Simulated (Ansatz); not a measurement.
Input and output of a self-consistent single point for ScAl (P4mm, 2 atoms in the cell) (Ansatz, an electronic-structure program).

Method of the run: PBEsol, default PAW files made with PBE (plane waves; Ansatz).

```xyz
2
Lattice="3.3805 0.0000 0.0000 0.0000 3.3805 0.0000 0.0000 0.0000 3.3805" Properties=species:S:1:pos:R:3 pbc="T T T"
Sc     1.6902     1.6902     1.7402
Al     0.0000     0.0000     0.0000
```

Reference input (self-consistent single point, DFT, PBEsol, plane waves, default PAW files made with PBE): basis.ecutwfc = 420 eV; kpoints.mp_grid.grid = 10 10 10; hamiltonian.xc = pbesol; hamiltonian.pseudopotentials = {kind: paw} (the program's default PAW files); scf.occupations.method = fermi_dirac; scf.occupations.width = 0.1 eV. This run's input differs from it in these lines:

Ansatz 0.2 input:
```diff
@@ -12,3 +12,3 @@
 kpoints:
-  mp_grid: { grid: [10, 10, 10] }
+  mp_grid: { grid: [16, 16, 16] }
 hamiltonian:
@@ -17,3 +17,3 @@
 scf:
-  occupations: { method: fermi_dirac, width: 0.1 }
+  occupations: { method: cold, width: 1.0 }
 output:
```

Output (repeated stretches shortened):

```
SCF iter   1: F=—  HF=-2636.831250 eV  |F-HF|=—  |Δ(HF+E_count)|=         —  Δρ=2.37e-3  dr2=2.05e-3  ethr=1.77e-3  ⟨swp⟩=5.2  Hψ=24710  notcnv=0
all-band conjugate gradients solve this SCF's bands
preconditioner: auto → none
SCF iter   2: F=—  HF=-2636.830382 eV  |F-HF|=—  |Δ(HF+E_count)|=   8.68e-4  S|Δr|=    0.00e0  Δρ=1.42e-3  dr2=1.06e-3  ethr=1.47e-5  ⟨swp⟩=1.2  Hψ=8452  notcnv=0
SCF iter   3: F=—  HF=-2636.830064 eV  |F-HF|=—  |Δ(HF+E_count)|=   3.18e-4  S|Δr|=    0.00e0  Δρ=1.92e-4  dr2=1.27e-5  ethr=7.59e-6  ⟨swp⟩=2.0  Hψ=6051  notcnv=0
SCF iter   4: F=—  HF=-2636.830066 eV  |F-HF|=—  |Δ(HF+E_count)|=   1.64e-6  S|Δr|=    0.00e0  Δρ=4.14e-5  dr2=4.39e-7  ethr=9.07e-8  ⟨swp⟩=2.5  Hψ=6986  notcnv=0
SCF iter   5: F=—  HF=-2636.830066 eV  |F-HF|=—  |Δ(HF+E_count)|=   1.67e-7  S|Δr|=    0.00e0  Δρ=1.58e-5  dr2=1.42e-7  ethr=7.14e-10  ⟨swp⟩=5.0  Hψ=21353  notcnv=0
SCF iter   6: F=-2636.830066 eV  HF=-2636.830066 eV  |F-HF|=1.03e-9  |Δ(HF+E_count)|=   5.55e-8  S|Δr|=    0.00e0  Δρ=1.57e-6  dr2=1.31e-9  ethr=7.14e-10  ⟨swp⟩=3.6  Hψ=13255  notcnv=0
SCF 1 converged in 6 iterations: F = -2636.830066 eV  dr2 = 1.31e-9
Stability not checked (fill_not_monotonic)
Free energy (F): -2636.830066 eV
Internal energy: -2636.821173 eV  (E = F + TS)
E sigma→0 (E₀):  -2636.827101 eV
Entropy (-TS):   -0.008893 eV (-4.447 meV/atom)
Fermi energy:    9.309458 eV
--- Forces (eV/Å), atoms counted from 1 ---
  atom   1  Sc     0.00000000     0.00000000    -0.24126782
  atom   2  Al    -0.00000000     0.00000000     0.24126497
--- Stress (GPa, compression-positive) ---
       -1.698888       0.000000      -0.000000
        0.000000      -1.698888       0.000000
       -0.000000       0.000000      -1.750079
  P = ⅓ Tr σ = -1.7160 GPa (-17.160 kbar)
  The stress holds the Pulay correction. Without it, at fixed plane waves, as pw.x and ABINIT print it: P = -1.7499 GPa
```

The run converged in 6 iterations. Against the reference run the free energy goes up by 9.8 meV/atom, the pressure goes from -2.30 to -1.72 GPa and the largest force hardly changes (0.236 to 0.241 eV/Å).

The starting cell comes from a database of computed structures (which also holds hypothetical and non-ambient phases and stackings), without a prior relaxation at this level. Its lattice was rescaled by up to half a per cent. One atom was moved a little off its site on purpose. Ansatz's pressure includes its estimate of the finite-basis (Pulay) stress.
